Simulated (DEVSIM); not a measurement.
System: TaN/SiO2/n-Ge capacitor, at 300 K.

```csv
layer (left to right),material,thickness (nm),Nd (cm⁻³)
1,SiO2,2.60,-
2,Ge,2200,7.1e16
```

Metal gate on the left, work function 4.4 eV. Fixed charge at the semiconductor interface 1.9e12 cm⁻² (in units of +e); no interface traps.

The device is made up for the run: typed textbook-type constants, with dimensions and the other settings drawn at random. Values at 300 K; Nc and Nv go as T^1.5, mobilities as T to minus their exponent, the gap by Varshni's rule with the affinity fixed.

```csv
parameter,SiO2,Ge
gap (eV),9,0.664
affinity (eV),0.9,4
permittivity,3.9,16
Nc (cm⁻³),-,1.04e19
Nv (cm⁻³),-,6e18
Varshni α (eV/K),-,0.000477
Varshni β (K),-,235
```

Model (solved in DEVSIM): 1D Poisson equation in equilibrium, Boltzmann statistics, complete ionisation; no quantum confinement or tunnelling. Metal contacts follow the ideal Schottky-Mott rule: no Fermi-level pinning, no interface dipoles.

Base results: minimum of the low-frequency capacitance (μF/cm²) 0.150; capacitance of the dielectric stack (μF/cm²) 1.33; flat-band voltage (V) 0.04; threshold voltage (band bending 2φF) (V) -0.47.

Problem. What follows from this one change: temperature 300 → 450 K?

Solution. minimum of the low-frequency capacitance 0.150 → 0.270 μF/cm²; capacitance of the dielectric stack little changed (1.33 μF/cm²); flat-band voltage 0.04 → -0.05 V; threshold voltage (band bending 2φF) -0.47 → -0.30 V.

Problem. What follows from this one change: gate work function 4.4 → 4.55 eV?

Solution. minimum of the low-frequency capacitance little changed (0.150 μF/cm²); capacitance of the dielectric stack little changed (1.33 μF/cm²); flat-band voltage 0.04 → 0.19 V; threshold voltage (band bending 2φF) -0.47 → -0.32 V.

Problem. What follows from this one change: fixed charge 1.9e+12 → -2e+10 cm^-2?

Solution. minimum of the low-frequency capacitance little changed (0.149 μF/cm²); capacitance of the dielectric stack little changed (1.33 μF/cm²); flat-band voltage 0.04 → 0.27 V; threshold voltage (band bending 2φF) -0.47 → -0.23 V.

Problem. What follows from this one change: substrate doping 7.1e+16 → 1.4e+16 cm^-3?

Solution. minimum of the low-frequency capacitance 0.150 → 0.0812 μF/cm²; capacitance of the dielectric stack little changed (1.33 μF/cm²); flat-band voltage 0.04 → 0.00 V; threshold voltage (band bending 2φF) -0.47 → -0.37 V.
